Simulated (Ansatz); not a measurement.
The reference is Rh in the fcc (Cu type) structure (space group Fm-3m, No. 225; a = 3.7816 Å; relaxed with 0.1 eV smearing). Axes: x, y, z lie along the cube axes.

The values are results of Ansatz (a quantum-chemistry and plane-wave program), PBEsol, PAW, cutoff 420 eV, no spin-orbit coupling, not measurements.

Now apply this change: uniaxial strain ε_zz = +1.00 %, all other strain components held at zero, atoms relaxed at fixed cell.

Q: Estimate the effect on the stress.

A: The stress (xx, yy, zz, yz, xz, xy; compression positive) amounts to (-2.0, -2.0, -4.5, 0.0, 0.0, 0.0) GPa.

Stability against distortions was not tested. The final runs are not spin-polarised.
